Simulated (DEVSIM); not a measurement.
Structure: abrupt In0.53Ga0.47As n-p junction, at 350 K.

| layer (left to right) | material | thickness (μm) | Nd (cm⁻³) | Na (cm⁻³) | τn (s) | τp (s) |
|---|---|---|---|---|---|---|
| 1 | In0.53Ga0.47As | 2.20 | 1.4e15 | - | 3e-9 | 3e-9 |
| 2 | In0.53Ga0.47As | 2.50 | - | 1.1e17 | 3e-9 | 3e-9 |

Left contact: ohmic. Right contact: ohmic. Voltage is applied to the left contact. Recombination: SRH at mid-gap, radiative. Mobility is μmin + (μ − μmin)/(1 + (N/Nref)^α).

This is a model device: material constants are rounded textbook-type values typed into the input, and sizes, dopings and lifetimes were drawn at random. Values at 300 K; Nc and Nv go as T^1.5, mobilities as T to minus their exponent, the gap by Varshni's rule with the affinity fixed.

```csv
parameter,In0.53Ga0.47As
gap (eV),0.74
affinity (eV),4.51
permittivity,13.9
Nc (cm⁻³),2.1e17
Nv (cm⁻³),7.7e18
μn (cm²/Vs),12000
μp (cm²/Vs),300
"μn,min",300
"μp,min",10
"Nref,n",1.3e17
"Nref,p",4.9e17
αn,0.48
αp,0.4
T exponent of μn,1.6
T exponent of μp,1.6
B (cm³/s),9.6e-11
Varshni α (eV/K),0.00035
Varshni β (K),190
```

Model (solved in DEVSIM): 1D drift-diffusion, Boltzmann statistics, complete ionisation; no tunnelling, impact ionisation, image-force lowering or self-heating.

### Question
Tabulate band edges, carrier densities and field at zero bias.

### Answer
Energies count from the Fermi level of the right contact; mesh points crowd at the junctions.

| x (μm) | Ec (eV) | Ev (eV) | n (cm⁻³) | p (cm⁻³) | field (V/cm) |
|---|---|---|---|---|---|
| 0.000 | 0.158 | -0.567 | 1.4e15 | 6.7e10 | ≈ 0 |
| 0.02385 | 0.158 | -0.567 | 1.4e15 | 6.7e10 | ≈ 0 |
| 0.07084 | 0.158 | -0.567 | 1.4e15 | 6.7e10 | ≈ 0 |
| 0.1635 | 0.158 | -0.567 | 1.4e15 | 6.7e10 | ≈ 0 |
| 0.4279 | 0.158 | -0.567 | 1.4e15 | 6.7e10 | ≈ 0 |
| 0.8672 | 0.158 | -0.567 | 1.4e15 | 6.7e10 | ≈ 0 |
| 1.500 | 0.168 | -0.557 | 1.0e15 | 9.2e10 | 720 |
| 1.935 | 0.300 | -0.425 | 1.3e13 | 7.4e12 | 6400 |
| 2.078 | 0.410 | -0.315 | 3.3e11 | 2.9e14 | 9100 |
| 2.150 | 0.483 | -0.241 | 2.9e10 | 3.2e15 | 12000 |
| 2.187 | 0.532 | -0.193 | 5.8e9 | 1.6e16 | 16000 |
| 2.213 | 0.575 | -0.150 | 1.4e9 | 6.7e16 | 9500 |
| 2.251 | 0.589 | -0.136 | 8.9e8 | 1.1e17 | 860 |
| 2.324 | 0.590 | -0.135 | 8.5e8 | 1.1e17 | ≈ 0 |
| 2.548 | 0.590 | -0.135 | 8.5e8 | 1.1e17 | ≈ 0 |
| 2.911 | 0.590 | -0.135 | 8.5e8 | 1.1e17 | ≈ 0 |
| 3.594 | 0.590 | -0.135 | 8.5e8 | 1.1e17 | ≈ 0 |
| 4.152 | 0.590 | -0.135 | 8.5e8 | 1.1e17 | ≈ 0 |
| 4.487 | 0.590 | -0.135 | 8.5e8 | 1.1e17 | ≈ 0 |
| 4.604 | 0.590 | -0.135 | 8.5e8 | 1.1e17 | ≈ 0 |
| 4.664 | 0.590 | -0.135 | 8.5e8 | 1.1e17 | ≈ 0 |
| 4.700 | 0.590 | -0.135 | 8.5e8 | 1.1e17 | ≈ 0 |
